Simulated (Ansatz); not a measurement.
For HfSi (model structure, started from the NbAs type, I4₁md, No. 109, 4 atoms in the cell), PBE (Ansatz, a first-principles code, PAW) gives:

- equilibrium lattice constant a: 3.404 Å
- c axis length: 13.652 Å
- formation enthalpy: -0.252 eV/atom

Task: What does PBE-D3(BJ) (plane waves, PAW; Ansatz) give for the same quantities?

Result: 
- lattice constant a: 3.360 Å (shrinks by 1.3 %)
- lattice parameter c: 13.591 Å (drops by 0.4 %)
- formation enthalpy: -0.284 eV/atom (moves by -0.032 eV/atom)

Changes are worked out from the printed values.

Unless a cell is named, each level is at its own relaxed cell (PBE 19.77, PBE-D3(BJ) 19.17 Å³/atom).

Levels without +SOC leave out spin–orbit coupling, which shifts energies and cells of such heavy elements.

Ansatz's density-functional and Hartree–Fock values are scalar-relativistic unless marked +SOC, with PAW data made under PBE.

A model structure was made by putting elements into a prototype or built by hand; it is no filed structure, need not be a known phase, and can be a saddle point held by its symmetry.
